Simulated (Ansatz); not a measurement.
## A constructed model of the (111) surface of fcc Al, a pseudomorphic layer of Sc in the host's stacking (bottom of the slab: a bare face, its two planes held)

These are PBE (plane waves to 420 eV, PAW; Ansatz, a first-principles code) values and carry that method's errors.

Slab: 7 atoms, 14.2 Å thick at the start with caps and adatoms; k 15x15x1, smearing 0.1 eV, dipole-corrected; 2 atoms held, the rest relaxed; held to the start's symmetry, so lower structures may exist; no spin, no spin-orbit, no U. In PBE it lies 0.03 eV a 1x1 cell over the lowest computed structure of the same composition (a pseudomorphic layer of Sc in the other hollow).

work function of the top face: 3.90 eV
energy released by relaxation: 0.015 eV
cost: about 50 core-seconds (a rough figure)
